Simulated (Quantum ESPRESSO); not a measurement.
# What a tighter setting buys: K_POINTS, NiH₃ (P6_3/mmc, 8 atoms in the cell)

Cell: a = 5.1081 Å, b = 5.1081 Å, c = 2.3404 Å, α = 90.00°, β = 90.00°, γ = 120.00°.

Computed with LDA (PZ), PSlibrary ultrasoft (LDA) pseudopotentials (plane waves; Quantum ESPRESSO).

Base settings: ecutwfc = 55 Ry; ecutrho = 330 Ry; occupations = smearing; smearing = cold; degauss = 0.0036749 Ry; potentials = {Ni: Ni.pz-n-rrkjus_psl.1.0.0.UPF, H: H.pz-rrkjus_psl.1.0.0.UPF}; K_POINTS = automatic 5 5 9 0 0 0; conv_thr = 1e-09 Ry; mixing_beta = 0.7.

Misses are taken against the tightest run, automatic 18 18 34 0 0 0, which need not be fully converged itself. The energy is the free energy per atom.

The count of work is k-points × plane waves × bands × iterations; it is no time, and leaves out set-up, grids and terms that scale otherwise. Core times come from one kind of shared machine and are given to one figure; runs under 30 s give none.

The starting cell comes from a database of computed structures (which also holds hypothetical and non-ambient phases and stackings), without a prior relaxation at this level. Spin polarisation is off.

The runs (K_POINTS): automatic 1 1 1 0 0 0 | automatic 2 2 3 0 0 0 | automatic 3 3 4 0 0 0 | automatic 3 3 5 0 0 0 | automatic 4 4 6 0 0 0 | automatic 4 4 8 0 0 0 | automatic 5 5 9 0 0 0 | automatic 6 6 11 0 0 0 | automatic 7 7 13 0 0 0 | automatic 8 8 15 0 0 0 | automatic 10 10 18 0 0 0 | automatic 12 12 22 0 0 0 | automatic 15 15 27 0 0 0 | automatic 18 18 34 0 0 0.

Task: Which is the coarsest setting among those run that, with all tighter ones, holds the energy within 20 meV/atom of the reference, and what does it save?

Result: automatic 2 2 3 0 0 0, off by 13 meV/atom; it needs 0.0060 of the reference's count of work.

Task: Which is the coarsest setting among those run that, with all tighter ones, holds the energy within 1 meV/atom of the reference, and what does it save?

Result: automatic 5 5 9 0 0 0, off by 0.64 meV/atom; it needs 0.038 of the reference's count of work. The coarser automatic 4 4 6 0 0 0 also lies inside, but a setting between leaves the range again, so that is luck.

Task: What does the step from automatic 2 2 3 0 0 0 to automatic 4 4 6 0 0 0 buy?

Result: It takes the miss in the energy from 13 to 0.52 meV/atom, for 4.0 times the count of work.

| K_POINTS | energy less reference (meV/atom) | pressure less reference (GPa) | largest difference in the force on any atom (eV/Å) | count of work / reference | core time / reference (rough) |
|---|---|---|---|---|---|
| automatic 1 1 1 0 0 0 | -600.58 | -14.79 | 1.246 | 0.0014 | – |
| automatic 2 2 3 0 0 0 | 12.84 | 1.54 | 0.114 | 0.0060 | – |
| automatic 3 3 4 0 0 0 | 18.00 | 0.13 | 0.059 | 0.011 | – |
| automatic 3 3 5 0 0 0 | 2.91 | 0.13 | 0.008 | 0.014 | – |
| automatic 4 4 6 0 0 0 | -0.52 | 0.19 | 0.047 | 0.024 | – |
| automatic 4 4 8 0 0 0 | 1.99 | 0.14 | 0.020 | 0.025 | – |
| automatic 5 5 9 0 0 0 | 0.64 | 0.14 | 0.022 | 0.038 | – |
| automatic 6 6 11 0 0 0 | -0.15 | -0.07 | 0.004 | 0.052 | – |
| automatic 7 7 13 0 0 0 | -0.02 | 0.02 | 0.000 | 0.084 | 0.09 |
| automatic 8 8 15 0 0 0 | 0.22 | 0.01 | 0.001 | 0.12 | 0.1 |
| automatic 10 10 18 0 0 0 | 0.00 | 0.02 | 0.003 | 0.21 | 0.2 |
| automatic 12 12 22 0 0 0 | -0.08 | -0.01 | 0.001 | 0.34 | 0.4 |
| automatic 15 15 27 0 0 0 | 0.01 | 0.01 | 0.002 | 0.57 | 0.5 |
| automatic 18 18 34 0 0 0 | 0.00 | 0.00 | 0.000 | 1.0 | 1 |
